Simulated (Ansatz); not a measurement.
The parent structure is HfN in the rock salt structure (space group Fm-3m, No. 225; relaxed with 0.1 eV smearing).

```xyz
2
Lattice="0.0000 2.2741 2.2741 2.2741 0.0000 2.2741 2.2741 2.2741 0.0000" Properties=species:S:1:pos:R:3 pbc="T T T"
N      0.0000     0.0000     0.0000
Hf     2.2741     2.2741     2.2741
```

Cartesian axes are those of the cell as printed.

Calculations: Kohn–Sham DFT with the PBE functional, run in Ansatz (an electronic-structure program) with PAW and 420 eV plane waves, spin-orbit coupling left out, earlier PAW set.

One thing is altered: the cell is scaled by 0.9882 in all directions, atoms relaxed at fixed cell.

Question: Predict the stress tensor and what it implies for the stiffness.

Answer: Stress of the strained cell less that of the base (GPa, compression positive):
```
   10.1     0.0     0.0
    0.0    10.1     0.0
    0.0     0.0    10.1
```

Then B = −ΔP/(ΔV/V₀) with ΔV/V₀ = -0.0350 gives secant stiffness values (nonlinear terms included at this strain): B ≈ 289 GPa.

As a check, the harmonic strain energy −½ V₀ Δσ:ε is 13 meV/atom; the computed energy rise is 13 meV/atom.

Stability against distortions was not tested. All final runs are without spin polarisation.
